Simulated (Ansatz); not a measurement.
The reference is SnTe in the rock salt structure (space group Fm-3m, No. 225; a = 6.370 Å). Axes: x, y, z lie along the cube axes.

All numbers come from Ansatz (a program for electronic structure), r2SCAN, PAW, cutoff 500 eV, without spin-orbit coupling.

Now apply this change: an isotropic linear strain of +0.50 %, atoms relaxed at fixed cell.

Task: Predict the stress tensor and what it implies for the stiffness.

Result: Stress of the strained cell less that of the base (GPa, compression positive):
```
  -0.64    0.00    0.00
   0.00   -0.64    0.00
   0.00    0.00   -0.64
```

Then B = −ΔP/(ΔV/V₀) with ΔV/V₀ = 0.0151 gives secant stiffness values (nonlinear terms included at this strain): B ≈ 42 GPa.

Whether these cells are dynamically stable was not tested.
